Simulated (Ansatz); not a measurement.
The reference is Ru in the hcp (Mg type) structure (space group P6_3/mmc, No. 194; a = 2.6761 Å, c = 4.2206 Å).

Method: Ansatz (a quantum-chemistry and plane-wave program) LDA, no spin-orbit coupling.

For the base:

| Quantity | Value |
|---|---|
| Volume per atom | 13.09 Å³ |

One thing is altered: a hydrostatic pressure of 9 GPa.

Problem. What does the calculation give for the volume per atom after the change?

Solution. The volume per atom shrinks by 0.30 Å³ (13.09 Å³ → 12.79 Å³).

Load acts through the strain it causes; cell and atoms are relaxed under it. Stability against distortions was not tested. No other phases were tried under pressure. All final runs are without spin polarisation.
